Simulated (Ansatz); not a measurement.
**What strain tensor (xx, yy, zz, yz, xz, xy) = (+0.67, +0.23, −0.01, +0.65, +0.94, +0.32) % does to Rb3InCl6**

Take Rb$_{3}$InCl$_{6}$ (space group Fm-3m, No. 225; a = 11.1278 Å; a cell from a computed database, its experimental status unchecked) as the base. Axes: x, y, z lie along the cube axes.

Perturbation: the symmetric strain tensor [0.0067 0.0032 0.0094; 0.0032 0.0023 0.0065; 0.0094 0.0065 -0.0001], atoms relaxed at fixed cell.

Level of theory: Kohn–Sham DFT with the r2SCAN functional, run in Ansatz (a quantum-chemistry and plane-wave program) with PAW and 500 eV plane waves, spin-orbit coupling left out. Settings: 5×5×5 k-points, 0.05 eV Fermi–Dirac smearing.

| quantity | base | changed | shift |
|---|---|---|---|
| volume per atom | 34.45 Å³ | 34.75 Å³ | +0.30 Å³ |
| shortest interatomic distance | 2.514 Å | 2.543 Å | +0.0284 Å |
| energy relative to the base (free energy F) | 0 meV/atom | -33 meV/atom | -33 meV/atom |
| pressure (mean of the normal stresses, compression positive) | -0.01 GPa | -0.60 GPa | -0.595 GPa |
| band gap | 4.43 eV | 4.28 eV | -0.15 eV |
| gap character | direct at Γ | indirect, Y → Γ | – |
| smallest direct gap | 4.43 eV | 4.40 eV | -0.03 eV |
| valley order (the lowest conduction-band minima on the path, energy above the VBM, named in the base's zone) | – | Γ 4.28 eV; X along [001] 4.56 eV | – |
| largest internal atomic displacement | – | 0.870 Å | – |
| stress (xx, yy, zz, yz, xz, xy; compression positive) | – | (-0.45, -0.65, -0.71, 0.00, 0.29, 0.07) GPa | – |

Cost of the whole job for the changed cell (relaxation, final SCF and bands): about 29 core-minutes (a rough figure).

Whether these cells are dynamically stable was not tested. Under strain tensor (xx, yy, zz, yz, xz, xy) = (+0.67, +0.23, −0.01, +0.65, +0.94, +0.32) % the cell ends below the base's energy or with stress of the wrong sign: the atoms slid into a distortion or the cell is elastically unstable, so the base is not a stable minimum at this level. k-point labels follow each cell's own Brillouin zone.
